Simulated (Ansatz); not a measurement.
**PbSe under a change: Se → Te**

Base system: PbSe in the rock salt structure (space group Fm-3m, No. 225; a = 6.178 Å).

It is then changed as follows: full substitution Se → Te; the structure is relaxed again.

The values are results of DFT with r2SCAN, PAW potentials and a 500 eV plane-wave cutoff in Ansatz (a quantum-chemistry and plane-wave program), no spin-orbit coupling, not measurements. Settings: 9×9×9 k-points, 0.05 eV Fermi–Dirac smearing.

```yaml
density: 7.97 g/cm³ (base 8.06 g/cm³)
space_group: Fm-3m (No. 225) (base Fm-3m (No. 225))
band_gap: 1.09 eV (base 0.67 eV)
gap_character: direct at L (base direct at L)
width_of_the_top_valence_band: 2.77 eV (base 3.20 eV)
electron_mass: 0.34 mₑ along k, 0.12 mₑ across (at L) (base 0.19 mₑ along k, 0.14 mₑ across (at L))
hole_mass: 0.57 mₑ along k, 0.087 mₑ across (at L) (base 0.24 mₑ along k, 0.11 mₑ across (at L))
```

Final structure:

```
CELL_PARAMETERS angstrom
      0.00000     3.26710     3.26710
      3.26710     0.00000     3.26710
      3.26710     3.26710     0.00000
ATOMIC_POSITIONS crystal
  Te 0.00000 0.00000 0.00000
  Pb 0.50000 0.50000 0.50000
```

Cost of the whole job for the changed cell (relaxation, final SCF and bands): roughly 80 core-seconds.

Spin-orbit coupling, missing from the scalar runs, can matter with Pb and Te. Masses are band curvatures over ±0.01 Å⁻¹ around the edge. Along k means along the line from Γ to the band edge. No phonon test of stability was made.
